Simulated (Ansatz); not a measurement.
An Ansatz (a program for electronic structure) input (PBE (Ansatz, PAW, scalar-relativistic without spin-orbit coupling)):

Ansatz 0.2 input:
```yaml
crystal:
  lattice:
    - [3.0319862574, 0, 0]
    - [-1.5159931287, 2.6257771228, 0]
    - [0, 0, 3.2243501183]
  atoms:
    - { symbol: Ti, position: [0, 0, 0] }
    - { symbol: B, position: [0.6666666667, 0.3333333333, 0.5] }
    - { symbol: B, position: [0.3333333333, 0.6666666667, 0.5] }
basis: { ecutwfc: 420, ecutrho_ratio: 4, xc_grid: 2, fft_grid_basis: typed }
kpoints: { mp_grid: { grid: [18, 18, 14] } }
hamiltonian:
  xc: pbe
  dispersion: none
  pseudopotentials: { kind: paw }
scf: { occupations: { method: fermi_dirac, width: 0.05 }, convergence: { dr2_threshold: 0.0000000003 } }
output: { forces: true, stress: true }
checkpoint: { write: state.ck, write_every: 1000 }
```

Which symmetry and how many k-points will the program report, and about how many plane waves at Γ?

Space group P6/mmm (ITA 191) with 24 operations, k-points 296 of 4536, and 503 plane waves at Γ.

Stability against distortions was not tested. All final runs are without spin polarisation. The cell is TiB2 (space group P6/mmm, No. 191).
